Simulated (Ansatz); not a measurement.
Levels about the gap of amorphous Pb₂₄Si₂₄O₇₂ (120 atoms in a cell of 1939 Å³, 5.82 g/cm³; zone centre alone, so wide bands show as single levels with stretches between that a denser mesh fills), at the geometry that PBE-D3(BJ) relaxed, where it gives 0.0 GPa on a denser mesh. The participation number counts the atoms over which a state spreads; weights are charges in smoothed Voronoi cells. The levels come from a single point, so bond lengths are those of that geometry. Method of the levels: r2SCAN, scalar-relativistic without spin-orbit coupling (Ansatz, an electronic-structure program). Sampling: the zone centre alone; Fermi-Dirac width 0.01 eV; collinear spin, started from moments on atoms (the moments died out). At PBE the levels at the filled edge of the gap are localised (band-tail or defect states).

Preparation: random packing, a CHGNet melt and quench, and a DFT relaxation. O atoms were pushed apart under 1.9 Å during the dynamics, to hinder bonds among them. The hot cell started wider than the set density and was brought back towards it in steps. It is the lowest in DFT energy of 4 quenches. It is a model cell: composition and starting density were chosen by hand, and all elements were melted together. The geometry includes D3(BJ) dispersion. Its density started from a set value of 5.71 and ended at 5.82 g/cm³. The simulated quench (nominally 110 K/ps over its main leg) is rapid and tends to freeze in more defects than a deposited or slowly cooled glass has. A cell of this size samples the disorder only roughly. Volume and shape were free in the relaxation.

```json
[
 {"E - E(highest filled), eV": "-0.23", "filling": "filled", "spin": "up", "participation number": "38.8", "largest on": "O, 4 neighbours", "weight O": "0.72", "weight Pb": "0.26", "weight Si": "0.02"},
 {"E - E(highest filled), eV": "-0.20", "filling": "filled", "spin": "dn", "participation number": "34.5", "largest on": "O, 3 neighbours", "weight O": "0.70", "weight Pb": "0.28", "weight Si": "0.03"},
 {"E - E(highest filled), eV": "-0.20", "filling": "filled", "spin": "up", "participation number": "34.5", "largest on": "O, 3 neighbours", "weight O": "0.70", "weight Pb": "0.28", "weight Si": "0.03"},
 {"E - E(highest filled), eV": "-0.12", "filling": "filled", "spin": "dn", "participation number": "18.7", "largest on": "O, 3 neighbours", "weight O": "0.74", "weight Pb": "0.23", "weight Si": "0.03"},
 {"E - E(highest filled), eV": "-0.12", "filling": "filled", "spin": "up", "participation number": "18.7", "largest on": "O, 3 neighbours", "weight O": "0.74", "weight Pb": "0.23", "weight Si": "0.03"},
 {"E - E(highest filled), eV": "0.00", "filling": "filled", "spin": "up", "participation number": "15.3", "largest on": "O, 3 neighbours", "weight O": "0.72", "weight Pb": "0.26", "weight Si": "0.02"},
 {"E - E(highest filled), eV": "0.00", "filling": "filled", "spin": "dn", "participation number": "15.3", "largest on": "O, 3 neighbours", "weight O": "0.72", "weight Pb": "0.26", "weight Si": "0.02"},
 {"E - E(highest filled), eV": "3.03", "filling": "empty", "spin": "dn", "participation number": "12.0", "largest on": "Pb, 3 neighbours", "weight O": "0.39", "weight Pb": "0.59", "weight Si": "0.01"},
 {"E - E(highest filled), eV": "3.03", "filling": "empty", "spin": "up", "participation number": "12.0", "largest on": "Pb, 3 neighbours", "weight O": "0.39", "weight Pb": "0.59", "weight Si": "0.01"},
 {"E - E(highest filled), eV": "3.36", "filling": "empty", "spin": "dn", "participation number": "30.0", "largest on": "Pb, 4 neighbours", "weight O": "0.44", "weight Pb": "0.53", "weight Si": "0.03"},
 {"E - E(highest filled), eV": "3.36", "filling": "empty", "spin": "up", "participation number": "30.0", "largest on": "Pb, 4 neighbours", "weight O": "0.44", "weight Pb": "0.53", "weight Si": "0.03"},
 {"E - E(highest filled), eV": "3.47", "filling": "empty", "spin": "dn", "participation number": "21.9", "largest on": "Pb, 3 neighbours", "weight O": "0.42", "weight Pb": "0.54", "weight Si": "0.04"},
 {"E - E(highest filled), eV": "3.47", "filling": "empty", "spin": "up", "participation number": "21.9", "largest on": "Pb, 3 neighbours", "weight O": "0.42", "weight Pb": "0.54", "weight Si": "0.04"},
 {"E - E(highest filled), eV": "3.55", "filling": "empty", "spin": "dn", "participation number": "31.8", "largest on": "Pb, 5 neighbours", "weight O": "0.45", "weight Pb": "0.52", "weight Si": "0.03"}
]
```

Most localised among these is the empty level at +3.03 eV, on a Pb atom, which has 3 neighbours (O 2.26 Å, O 2.26 Å, O 2.68 Å).
